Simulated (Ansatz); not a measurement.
Take BAs (space group P6_422, No. 181; a = 3.4587 Å, c = 7.4818 Å; a hypothetical phase, not in the database extracts checked) as the base. Axes: x lies along a and z along c of the hexagonal cell.

Calculations: DFT with PBE, PAW potentials and a 420 eV plane-wave cutoff in Ansatz (a first-principles code), without spin-orbit coupling.

One thing is altered: uniaxial strain ε_zz = −2.90 %, all other strain components held at zero, atoms relaxed at fixed cell.

Q: Predict the stress tensor and what it implies for the stiffness.

A: Stress of the strained cell less that of the base (GPa, compression positive):
```
   1.88    0.00    0.00
   0.00    1.88    0.00
   0.00    0.00    9.22
```

Then −Δσ_ii/ε with ε = -0.0290 gives secant stiffness values (nonlinear terms included at this strain): C33 ≈ 318 GPa, C13 ≈ 65 GPa and C23 ≈ 65 GPa.

As a check, the harmonic strain energy −½ V₀ Δσ:ε is 11 meV/atom; the computed energy rise is 11 meV/atom.

Stability against distortions was not tested. The base started in P3_121 and relaxed to P6_422 at this level.
